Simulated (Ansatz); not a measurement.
Worked example: self-consistent single point of Ga₃P (I4/mmm, 4 atoms in the cell) in Ansatz (a program for electronic structure).

Level of theory: PBEsol, PAW files made with PBE (plane waves; Ansatz).

The change in words: lattice scaled by 0.98. Reference geometry:
```
CELL_PARAMETERS angstrom
     -1.88304     1.88304     5.19306
      1.88304    -1.88304     5.19306
      1.88304     1.88304    -5.19306
ATOMIC_POSITIONS crystal
  Ga 0.75000 0.25000 0.50000
  Ga 0.25000 0.75000 0.50000
  Ga 0.50000 0.50000 0.00000
  P  0.00000 0.00000 0.00000
```

Reference input (self-consistent single point, DFT, PBEsol, plane waves, PAW files made with PBE): kpoints.mp_grid.grid = 8 8 8; hamiltonian.xc = pbesol; hamiltonian.pseudopotentials = {kind: paw} (the program's default PAW files); scf.occupations.method = fermi_dirac; scf.occupations.width = 0.1 eV. This run's input differs from it in these lines:

```diff
@@ -3,5 +3,5 @@
   lattice:
-    - [-1.883035, 1.883035, 5.193060]
-    - [1.883035, -1.883035, 5.193060]
-    - [1.883035, 1.883035, -5.193060]
+    - [-1.845374, 1.845374, 5.089199]
+    - [1.845374, -1.845374, 5.089199]
+    - [1.845374, 1.845374, -5.089199]
   atoms:
```

The program printed (abridged):

```
SCF iter   1: F=—  HF=-11969.322253 eV  |F-HF|=—  |Δ(HF+E_count)|=         —  Δρ=2.39e-2  dr2=3.98e-1  ethr=3.10e-3  ⟨swp⟩=6.7  Hψ=7243  notcnv=0
all-band conjugate gradients solve this SCF's bands
preconditioner: auto → Kerker (q_TF=auto, 2.529 Å⁻¹)
SCF iter   2: F=—  HF=-11969.252658 eV  |F-HF|=—  |Δ(HF+E_count)|=   6.96e-2  Δρ=1.63e-2  dr2=1.68e-1  ethr=9.04e-4  ⟨swp⟩=3.0  Hψ=3395  notcnv=0
   [... lines left out ...]
SCF iter   6: F=—  HF=-11969.217249 eV  |F-HF|=—  |Δ(HF+E_count)|=   1.43e-5  Δρ=1.45e-4  dr2=1.07e-5  ethr=1.99e-7  ⟨swp⟩=2.0  Hψ=2821  notcnv=0
SCF iter   7: F=—  HF=-11969.217247 eV  |F-HF|=—  |Δ(HF+E_count)|=   1.83e-6  Δρ=8.30e-5  dr2=3.08e-6  ethr=2.42e-8  ⟨swp⟩=2.0  Hψ=2917  notcnv=0
SCF iter   8: F=—  HF=-11969.217243 eV  |F-HF|=—  |Δ(HF+E_count)|=   3.87e-6  Δρ=2.21e-5  dr2=1.95e-7  ethr=6.99e-9  ⟨swp⟩=2.0  Hψ=2889  notcnv=0
SCF iter   9: F=-11969.217243 eV  HF=-11969.217243 eV  |F-HF|=9.89e-9  |Δ(HF+E_count)|=   7.38e-8  Δρ=4.87e-6  dr2=1.53e-8  ethr=2.27e-10  ⟨swp⟩=5.9  Hψ=7030  notcnv=0
SCF 1 converged in 9 iterations: F = -11969.217243 eV  dr2 = 1.53e-8
Free energy (F): -11969.217243 eV
Internal energy: -11969.171649 eV  (E = F + TS)
E sigma→0 (E₀):  -11969.194446 eV
Entropy (-TS):   -0.045594 eV (-11.398 meV/atom)
Fermi energy:    10.164541 eV
--- Forces (eV/Å), atoms counted from 1 ---
  atom   1  Ga     0.00000000    -0.00000000     0.00000000
   [... zero for the other atoms too ...]
--- Stress (GPa, compression-positive) ---
        0.188671      -0.000000       0.000000
       -0.000000       0.188671       0.000000
        0.000000       0.000000       0.211122
  P = ⅓ Tr σ = 0.1962 GPa (1.962 kbar)
  The stress holds the Pulay correction. Without it, at fixed plane waves, as pw.x and ABINIT print it: P = 0.1600 GPa
```

The run converged in 9 iterations. Against the reference run the free energy falls by 12.3 meV/atom and the pressure goes from -3.59 to 0.20 GPa.

The starting cell comes from a database of computed structures (which also holds hypothetical and non-ambient phases and stackings), without a prior relaxation at this level. For this run, on top of that: lattice scaled by 0.98. Ansatz's pressure includes its estimate of the finite-basis (Pulay) stress. The run gives no clean gap (levels at the Fermi energy touch, overlap or are partly filled at this smearing), which alone does not show that the compound is a metal.

Keys are those of Ansatz 0.2.
